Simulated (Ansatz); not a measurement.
Formation energy of the bound charge states of V_Si+N_C in 4H silicon carbide (start: the Si(k) site; C(k) 1.90 Å away, along c; 96-site cell, 2×2×2 shifted sampling) against the Fermi level, Si-rich (Δμ(C) = -0.41 eV, Δμ(Si) = 0.00 eV, Δμ(N) = -1.86 eV, bounded by beta Si3N4; only phases computed here count, gases as isolated molecules at 0 K). These are PBE, PAW (plane waves to 420 eV; Ansatz, a quantum-chemistry and plane-wave program) values and carry that method's errors.

Details: 96-site cell; 2×2×2 shifted k-points; host gap 2.23 eV; charged states image-corrected; corrections pass 1 eV, so highly charged states may be off by several tenths; flagged in the runs: a host whose relaxation on this sampling wasn't shown to rest, a strain field that reaches the edge of the cell.

Left out: charge +1 (level within 0.1 eV of a band edge or past it).

| E_F − E_VBM (eV) | q = 0 | q = −1 | q = −2 |
|---|---|---|---|
| 0.00 | 6.16 | 6.99 | 8.74 |
| 0.28 | 6.16 | 6.72 | 8.18 |
| 0.56 | 6.16 | 6.44 | 7.62 |
| 0.83 | 6.16 | 6.16 | 7.07 |
| 1.11 | 6.16 | 5.88 | 6.51 |
| 1.39 | 6.16 | 5.60 | 5.95 |
| 1.67 | 6.16 | 5.32 | 5.40 |
| 1.95 | 6.16 | 5.05 | 4.84 |
| 2.23 | 6.16 | 4.77 | 4.29 |

Crossings of the lowest lines: (0/−1) at 0.83 eV; (−1/−2) at 1.74 eV.
